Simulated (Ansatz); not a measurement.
Take GaSb in the zinc blende structure (space group F-43m, No. 216; a = 6.1115 Å) as the base. Axes: x, y, z lie along the cube axes.

Level of theory: PBEsol, PAW, 420 eV (Ansatz, a program for electronic structure; scalar-relativistic without spin-orbit coupling).

Strains are applied to the cell and any free atomic positions relax; under biaxial strain the out-of-plane vector relaxes too.

One change was made to it. Results:

The band gap becomes 0.35 eV (base: zero); the pressure goes from zero to 2.8 GPa; the energy grows by 11 meV/atom.

Q: What was done to the base?
A. isotropic strain +1.16 %
B. biaxial strain −1.63 %, plane normal [110], relaxed out of plane
C. uniaxial strain ε_zz = −3.04 %
D. isotropic strain −1.59 %

A: D, isotropic strain −1.59 %. For comparison, the band gap in the other runs: biaxial strain −1.63 %, plane normal [110], relaxed out of plane gives 0.09 eV; uniaxial strain ε_zz = −3.04 % gives 0.10 eV; isotropic strain +1.16 % gives zero.

Spin-orbit coupling, missing from the scalar runs, can matter with Sb. Stability against distortions was not tested. The final runs are not spin-polarised. The zero or small gap of GaSb can change with the level of theory.
